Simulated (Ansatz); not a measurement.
Base system: Ba in the bcc (W type) structure (space group Im-3m, No. 229; a = 4.8819 Å; relaxed with 0.1 eV smearing).

Method: PBEsol (Ansatz, a quantum-chemistry and plane-wave program; PAW; 420 eV plane waves; no spin-orbit coupling).

For the base:

| Quantity | Result |
|---|---|
| Pressure | 0.0 GPa |

Perturbation: every lattice vector is stretched by 3.00 %; the atoms relax in the strained cell.

Problem. Predict the new pressure.

Solution. The pressure goes from zero to -0.7 GPa.

Problem. What happens to the energy relative to the base?

Solution. The energy rises by 12 meV/atom.

Stability against distortions was not tested.
